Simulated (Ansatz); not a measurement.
The parent structure is BaTiO3 in the cubic perovskite structure (space group Pm-3m, No. 221).

```
BaTiO3
1.0
    3.99404     0.00000     0.00000
    0.00000     3.99404     0.00000
    0.00000     0.00000     3.99404
Ba Ti O
1 1 3
Cartesian
  0.00000   0.00000   0.00000
  1.99702   1.99702   1.99702
  0.00000   1.99702   1.99702
  1.99702   1.99702   0.00000
  1.99702   0.00000   1.99702
```

Level of theory: r2SCAN in Ansatz (plane waves to 500 eV, PAW, scalar-relativistic without spin-orbit coupling).

One change was made to it. Results:

```csv
quantity,base,after
density,6.08 g/cm³,7.31 g/cm³
shortest interatomic distance,1.997 Å,1.878 Å
band gap,2.17 eV,2.44 eV
```

Which change produced these results?
A) pressure 50 GPa
B) pressure 7 GPa
C) pressure 3 GPa
D) pressure 15 GPa

A, pressure 50 GPa. For comparison, the band gap in the other runs: pressure 15 GPa gives 2.35 eV; pressure 7 GPa gives 2.26 eV; pressure 3 GPa gives 2.21 eV.

Load acts through the strain it causes; cell and atoms are relaxed under it. No phonon test of stability was made. Competing high-pressure phases were not computed. All final runs are without spin polarisation. Many cubic perovskites are stable only at high temperature; tilts and polar distortions were not tested. This is not the structure that BaTiO3 has at room temperature and ambient pressure.

Ansatz is an electronic-structure program.
